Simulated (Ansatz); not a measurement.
Inside the gap of an insulator the Bloch states are evanescent, with a wavenumber k + iκ along the transport direction.

```yaml
crystal:
  lattice:
    - [3.39914, 0.00000, 0.00000]
    - [-1.69957, 2.94374, 0.00000]
    - [1.69957, 0.98125, 2.77539]
  atoms:
    - { symbol: Ca, position: [0.00000, 0.00000, 0.00000] }
    - { symbol: O, position: [0.00000, 0.50000, 0.50000] }
```

Space group of this cell: Fm-3m, rock salt. The cell is taken as given; by r2SCAN its mean pressure is -0.9 GPa.

Transport runs along the normal of the first two printed cell vectors, the (111) plane of the conventional cell.

No gap correction and no spin-orbit coupling; mid-gap values are interpolated between computed energies.

Q: Predict the band gap and the smallest decay constant κ at mid-gap from r2SCAN run with Ansatz (a quantum-chemistry and plane-wave program).

A: Gap 4.20 eV on a 12×12×12 mesh; κ = 0.387 1/Å, at the zone centre.
